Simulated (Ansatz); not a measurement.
The parent structure is Ta in the bcc (W type) structure (space group Im-3m, No. 229; a = 3.282 Å; relaxed with 0.1 eV smearing). Axes: x, y, z lie along the cube axes.

Level of theory: Ansatz (a program for electronic structure) PBEsol, without spin-orbit coupling.

Now apply this change: uniaxial strain ε_zz = −2.50 %, all other strain components held at zero; the atoms relax in the strained cell.

**Question.** What happens to the energy relative to the base and stress?

**Answer.** The energy goes up by 10 meV/atom; the stress (xx, yy, zz, yz, xz, xy; compression positive) amounts to (4.5, 4.5, 7.6, 0.0, 0.0, 0.0) GPa.

Stability against distortions was not tested. All final runs are without spin polarisation.
